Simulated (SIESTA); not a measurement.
Band structure of GaN (P6_3mc, 4 atoms in the cell).

```
GaN
1.0
    3.13759     0.00000     0.00000
   -1.56879     2.71723     0.00000
    0.00000     0.00000     5.10876
Ga N
2 2
Direct
  0.66667   0.33333   0.49908
  0.33333   0.66667   0.99908
  0.66667   0.33333   0.87592
  0.33333   0.66667   0.37592
```

Computed with GGA PBE, numerical atomic orbitals DZP, PseudoDojo PBE standard norm-conserving potentials (rewritten from UPF to PSML) (SIESTA).

Settings: XC.functional = GGA; XC.authors = PBE; potentials = PseudoDojo PBE standard; PAO.BasisSize = DZP; PAO.EnergyShift = 0.01 Ry; MeshCutoff = 400 Ry; kgrid.MonkhorstPack = 6 6 4; OccupationFunction = FD; ElectronicTemperature = 580.23 K; MaxSCFIterations = 150; SCF.Mixer.Method = Pulay; SCF.Mixer.Weight = 0.2; SCF.Mixer.History = 8; SCF.DM.Tolerance = 1.0E-05.

The starting cell comes from a database of computed structures (which also holds hypothetical and non-ambient phases and stackings), without a prior relaxation at this level. Its lattice was rescaled by a random factor within 2.5 % of one. Values carry the incompleteness of an atom-centred basis.

### Question
Predict the gap along the standard path and the places of the band edges.

### Answer
The gap along the path is 2.31 eV, direct at Γ to within 0.01 eV.

Levels in eV from the top of the valence band on the path, bands 15 to 19:
```json
[
 {"point": "Γ", "15": "-1.17", "16": "-0.05", "17": "0.00", "18": "0.00", "19": "2.31"},
 {"point": "M", "15": "-4.56", "16": "-3.04", "17": "-2.43", "18": "-1.12", "19": "5.30"},
 {"point": "K", "15": "-5.66", "16": "-3.26", "17": "-3.26", "18": "-3.00", "19": "5.25"},
 {"point": "A", "15": "-0.59", "16": "-0.59", "17": "-0.59", "18": "-0.59", "19": "4.62"},
 {"point": "L", "15": "-2.16", "16": "-2.16", "17": "-2.08", "18": "-2.08", "19": "4.62"},
 {"point": "H", "15": "-4.58", "16": "-4.58", "17": "-1.66", "18": "-1.66", "19": "6.86"}
]
```

Higher empty bands are left out: an atom-centred basis made for the valence describes them poorly.
